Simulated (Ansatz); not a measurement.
Take NaF in the rock salt structure (space group Fm-3m, No. 225; a = 4.629 Å) as the base. Axes: x, y, z lie along the cube axes.

Computed with PBEsol, PAW, 420 eV (Ansatz, a first-principles code; no spin-orbit coupling).

For the base:

The band gap comes out as 6.20 eV.

Perturbation: biaxial strain +1.50 %, plane normal [001], relaxed out of plane (Cartesian); in-plane vectors clamped, the third vector and the atoms free.

Problem. What does the calculation give for the out-of-plane strain after the change?

Solution. The out-of-plane strain comes out as -0.64 %.

Problem. How does this affect the band gap?

Solution. The band gap drops by 0.12 eV, from 6.20 eV to 6.08 eV.

No phonon test of stability was made.
